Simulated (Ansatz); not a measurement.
**TiAl3: x(Lu) = 0.833, 8 atoms, P4/mmm**

Consider TiAl₃ (space group I4/mmm, No. 139; a = 3.8459 Å, c = 8.6199 Å).

The other end (x = 1) is Lu3Ti (space group I4/mmm, No. 139; a hypothetical phase, not in the database extracts checked): 25.56 Å³/atom, gap zero; this end may not be an ambient phase.

The change: Lu replaces 83.3 % of the Al, ordered in a cell of 8 atoms (starting symmetry P4/mmm) and fully relaxed.

Calculations: PBE/PAW in Ansatz (a program for electronic structure), no SOC. k-mesh 10×10×5 (Γ-centred); smearing 0.05 eV (Fermi–Dirac), for the changed cell.

```json
[
 {"quantity": "volume per atom", "base": "15.94 Å³", "changed": "23.88 Å³", "shift": "+7.94 Å³"},
 {"quantity": "density", "base": "3.36 g/cm³", "changed": "8.67 g/cm³", "shift": "+5.316 g/cm³"},
 {"quantity": "shortest interatomic distance", "base": "2.719 Å", "changed": "3.155 Å", "shift": "+0.4355 Å"},
 {"quantity": "band gap", "base": "zero", "changed": "zero", "shift": "–"},
 {"quantity": "mixing energy (to 0.01 eV only: unlike meshes or grids) (against an end that may be hypothetical)", "base": "–", "changed": "-0.03 eV/atom", "shift": "–"},
 {"quantity": "deviation of the volume from the linear (Vegard-type) interpolation", "base": "–", "changed": "-0.3 %", "shift": "–"}
]
```

Each cell is one ordered arrangement of few atoms, which overstates ordering effects compared with a random alloy. No phonon test of stability was made. All final runs are without spin polarisation. An odd electron count without spin: TiAl3 and Lu3Ti. Lu5Ti2Al and Lu3Ti have a high density of states at the Fermi level and may be magnetic at this level.
